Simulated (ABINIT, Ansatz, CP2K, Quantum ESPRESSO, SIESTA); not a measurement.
# KTaO₃ (Pm-3m, 5 atoms in the cell) computed with different codes at matched settings

Self-consistent single point.

```
CELL_PARAMETERS angstrom
      4.04202     0.00000     0.00000
      0.00000     4.04202     0.00000
      0.00000     0.00000     4.04202
ATOMIC_POSITIONS crystal
  K  0.50000 0.50000 0.50000
  Ta 0.00000 0.00000 0.00000
  O  0.00000 0.50000 0.00000
  O  0.50000 0.00000 0.00000
  O  0.00000 0.00000 0.50000
```

Shared settings, as Ansatz (a quantum-chemistry and plane-wave program) writes them: kpoints.mp_grid.grid = 7 7 7; scf.occupations.method = fixed. Potentials and cutoffs stand in the table.

```
code                                                                                                                                 model  pressure (GPa)       cutoff
----------------  ------------------------------------------------------------------------------------------------------------------------  --------------  -----------
Ansatz                                                                                                 LDA (PW92), PAW files made with PBE          -13.25      default
Quantum ESPRESSO                                                                       LDA (PZ), GBRV 1.5 ultrasoft (LDA) pseudopotentials          -13.26        40 Ry
SIESTA            LDA PW92, numerical atomic orbitals DZP, PseudoDojo LDA standard norm-conserving potentials (rewritten from UPF to PSML)          -11.42  grid 350 Ry
ABINIT                                                                                                  LDA (PW92), PAW (JTH v2.0 LDA PAW)          -13.25        48 Ry
CP2K                                                  LDA (Pade form), GPW, DZVP-MOLOPT-SR-GTH basis, GTH-PADE potentials (GTH_POTENTIALS)          -21.90  grid 500 Ry
```

On Ansatz's run: spin-orbit coupling is off. Spin polarisation is off.

The spread over the programs that give each value: pressure within 10.48 GPa.

SIESTA and CP2K use small atom-centred bases, whose incompleteness enters pressures, forces and empty levels differently from a plane-wave cutoff. Ansatz's pressure is given at a fixed set of plane waves, as the other plane-wave codes print theirs; with its correction for the finite basis it is -12.80 GPa (the shift of 0.45 GPa shows how far the cutoff is from converged). The same LDA comes in different parametrisations, which differ slightly. In the pressure, SIESTA (by 1.83) and CP2K (by 8.65) lie more than 1 GPa from the median of the plane-wave programs.

This mesh misses zone-boundary points where a band edge of such crystals can lie, so no gaps are given.

The starting cell comes from a database of computed structures (which also holds hypothetical and non-ambient phases and stackings), without a prior relaxation at this level. Its lattice was rescaled by a random factor within 2.5 % of one.

Left out of this page: GPAW, Elk and FLEUR (not drawn, or without a comparable value).

Keys are those of Ansatz 0.2.
